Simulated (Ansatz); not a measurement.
Results of dielectric-dependent PBEsol hybrid (PAW; Ansatz, a quantum-chemistry and plane-wave program) for BaTiO3 (R3m, No. 160, 5 atoms in the cell; start mp-5020).

Input:

Ansatz 0.2 input:
```yaml
crystal:
  lattice:
    - [2.8173128713, 1.6265763447, 2.3083413094]
    - [-2.8173128713, 1.6265763447, 2.3083413094]
    - [0.0, -3.2531526893, 2.3083413094]
  atoms:
    - { symbol: Ba, position: [0.0004060592, 0.0004060592, 0.0004060592] }
    - { symbol: Ti, position: [0.51141435, 0.51141435, 0.51141435] }
    - { symbol: O, position: [0.4885040426, 0.9822615056, 0.4885040426] }
    - { symbol: O, position: [0.4885040426, 0.4885040426, 0.9822615056] }
    - { symbol: O, position: [0.9822615056, 0.4885040426, 0.4885040426] }
  host: atoms
basis:
  ecutwfc: 460
  ecutrho_ratio: 4
  xc_grid: 2
kpoints:
  mp_grid: { grid: [6, 6, 6] }
hamiltonian:
  xc:
    exchange: pbesol
    correlation: pbesol
    exx: { coeff: inverse_dielectric }
  dispersion: none
  pseudopotentials: { azcp: { folder: ./paw }, kind: paw }
scf:
  occupations: { method: fermi_dirac, width: 0.01 }
  convergence: { dr2_threshold: 0.0000000005 }
output:
  forces: true
  stress: true
  eigenvalues: true
```

Output (set-up and result lines):

```
WARN output.stress: scf.exx.energy_threshold = 1e-6 eV is looser than the 5e-8 eV advised for a stress under a hybrid functional (1e-8 eV for each atom of the …
Crystal: 5 atoms, lattice volume = 63.469 Å³
Basis set: ecut = 460 eV, 1365 PW (Γ), exchange–correlation on 60×60×60 points (8 copies of the dense FFT grid, shifted against one another)
Bands: 25, of which v1, the nominal top of the filled ones, is band 20 counted from 1 (19 counted from 0)
Symmetry: 6 space group operations
Space group: R3m (ITA 160), of the structure as read, at distance tolerance 4.0e-5 Å
k-points: 32 of 216 (time reversal used)
Initial density: superposition of atomic densities (chi_scale 0.1, normalization cell, long waves kept (reshape's long-wave potential 0.00 eV rms))
SCF iter   1: F=—  HF=-10027.933686 eV  |F-HF|=—  |Δ(HF+E_count)|=         —  Δρ=5.37e-2  dr2=1.72e0
SCF iter   2: F=—  HF=-10027.630169 eV  |F-HF|=—  |Δ(HF+E_count)|=   3.04e-1  Δρ=2.28e-2  dr2=3.34e-1
  ...
Crystal: 5 atoms, lattice volume = 63.469 Å³
Initial density: handed on by an earlier stage of this run
Functional: x = 0.8336803399096053 pbesol(κ = 0.804, μ = 0.12345679012345678) + 0.16631966009039462 exact, c = pbesol(β = 0.046)
Crystal: 5 atoms, lattice volume = 63.469 Å³
SCF iter   5: F=—  HF=-10054.878588 eV  |F-HF|=—  |Δ(HF+E_count)|=   2.82e-9  Δρ=1.09e-6  dr2=5.20e-10
SCF iter   6: F=-10054.878588 eV  HF=-10054.878588 eV  |F-HF|=1.46e-11  |Δ(HF+E_count)|=  1.22e-10  Δρ=1.75e-7  dr2=7.30e-11
SCF 3 converged in 6 iterations: F = -10054.878588 eV  dr2 = 7.30e-11
Free energy (F): -10054.878588 eV
Internal energy: -10054.878588 eV  (E = F + TS)
E sigma→0 (E₀):  -10054.878588 eV
Fermi energy:    11.182599 eV
--- Forces (eV/Å), atoms counted from 1 ---
  atom   1  Ba     0.00000000    -0.00000000    -0.00166171
  atom   2  Ti     0.00000000     0.00000000     0.16505202
  atom   3  O      0.12166502    -0.07024333    -0.05447156
  atom   4  O      0.00000000     0.14048666    -0.05447156
  atom   5  O     -0.12166502    -0.07024333    -0.05447156
--- Stress (GPa, compression-positive) ---
       -2.509741      -0.000000      -0.000000
       -0.000000      -2.509741       0.000000
       -0.000000       0.000000      -2.245349
  P = ⅓ Tr σ = -2.4216 GPa (-24.216 kbar)
```

The PAW data were made under PBE.

Note: cell and atoms aren't relaxed at this level (largest force component 0.17 eV/Å, pressure -2.4 GPa).

The result took very roughly 3 core-minutes.

A start named mp-… is a Materials Project structure, which need not be a measured phase.
